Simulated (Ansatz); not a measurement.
We look at the formation energy of In_Cu in Cu (fcc, Fm-3m). Reaction: 63 Cu (fcc) + In (I4/mmm) → cell A.

Cell A: a supercell of 64 sites of Cu (fcc, Fm-3m) with In on a Cu site (12 Cu at 2.64 Å); spin state with PBE: run without spin, k-point mesh 5×5×5.
```xyz
64
Lattice="10.2668 0.0000 0.0000 5.1334 8.8913 0.0000 5.1334 2.9638 8.3828" Properties=species:S:1:pos:R:3 pbc="T T T"
Cu     0.0000     0.0000     0.0000
Cu     1.2838     0.7412     2.0964
Cu     2.5667     1.4819     4.1914
Cu    19.2497    11.1138     6.2864
Cu     1.2838     2.2236     0.0000
Cu    12.8421     2.9571     2.0910
Cu    14.1269     3.6988     4.1891
Cu    15.4001     4.4462     6.2864
Cu     2.5667     4.4456     0.0000
Cu     3.8602     5.1824     2.0910
Cu    15.4001     5.9275     4.1914
Cu    16.6734     6.6726     6.2918
Cu     3.8496     6.6677     0.0000
Cu    15.4001     7.4089     2.0964
Cu     6.4066     8.1562     4.1937
Cu    17.9582     8.8980     6.2918
Cu     2.5676     0.0000     0.0000
Cu     8.9819     9.6431     2.0910
Cu    10.2668    10.3849     4.1891
Cu    11.5506    11.1138     6.2864
Cu     3.8486     2.2220     0.0118
Cu     5.1334     2.9638     2.0957
Cu     6.4066     3.6988     4.1891
Cu     7.6984     4.4447     6.2884
Cu     5.1334     4.4474     0.0118
Cu     6.4066     5.1824     2.0910
Cu     7.6247     5.9275     4.1914
Cu     8.9457     6.6902     6.3486
Cu     6.4172     6.6677     0.0000
Cu     7.6984     7.4103     2.0944
Cu     8.9457     8.2156     4.1914
Cu    10.2668     8.8932     6.2884
Cu     5.1334     0.0000     0.0000
Cu     6.4182     0.7518     2.0910
Cu    12.8335    10.3732     4.1914
Cu    14.1153    11.1033     6.2918
Cu     6.4182     2.2220     0.0118
Cu     7.6914     2.9571     2.0910
Cu     8.9457     3.6394     4.1914
Cu    10.2668     4.4021     6.3486
Cu     7.7001     4.4456     0.0000
Cu     8.9457     5.1648     2.0341
In    10.2668     5.9275     4.1914
Cu    11.5878     6.6902     6.3486
Cu     8.9819     6.6693    -0.0118
Cu    10.2668     7.4529     2.0341
Cu    11.5878     8.2156     4.1914
Cu    12.8421     8.8980     6.2918
Cu     7.6992     0.0000     0.0000
Cu    14.1164     9.6325     2.0964
Cu    10.2668     1.4702     4.1937
Cu    16.6850    11.1033     6.2918
Cu     8.9830     2.2236     0.0000
Cu    10.2668     2.9619     2.0944
Cu    11.5878     3.6394     4.1914
Cu    12.8351     4.4447     6.2884
Cu    10.2668     4.4439    -0.0118
Cu    11.5878     5.1648     2.0341
Cu    12.9088     5.9275     4.1914
Cu    14.1269     6.6726     6.2918
Cu    11.5516     6.6693    -0.0118
Cu    12.8351     7.4103     2.0944
Cu    14.1269     8.1562     4.1937
Cu    15.4001     8.8913     6.2871
```

Reference: Cu (fcc, Fm-3m), 64 atoms in the cell, the relaxed perfect crystal repeated, atoms not moved again; spin state with PBE: run without spin, k-point mesh 5×5×5 on the run's own vectors.

Reference: In (I4/mmm), 1 atom in the cell, k-point mesh 24×24×24 on the run's own vectors. Conventional cell: a = 3.4166 Å, b = 3.4166 Å, c = 4.7175 Å, α = 90.00°, β = 90.00°, γ = 90.00°.

All numbers come from Ansatz (a program for electronic structure), plane waves with PAW, its default PAW set, cutoff 420 eV. The structures are at rest with PBE, within the held lattices. Neutral cells; Fermi-Dirac smearing of at most 0.10 eV in the solids, energies taken to zero width. Larger cells are relaxed from a start prepared with the learned potential CHGNet, on a coarser mesh till forces fall under 0.03 eV/Å, which some starts already meet. A dispersion term (D3(BJ), or D4 for r2SCAN) was computed beside these levels and is taken off wherever the name lacks it. Space groups of crystals are read within 0.01 Å. Static lattices, no vibrational contributions. The structures are the rest points that the relaxations reached, not proven lowest. The runs are scalar-relativistic, without spin-orbit coupling. Values are for these cell sizes. Mesh and cell size may move defect energies by 0.1 eV or more. Cell A has symmetry Fm-3m within 0.02 Å and got no random move, so less symmetric positions, which may lie lower, weren't tried.

Question: Give the value at the level PBE.

Answer: 0.40 eV, for 63 Cu (fcc) + In (I4/mmm) → cell A.
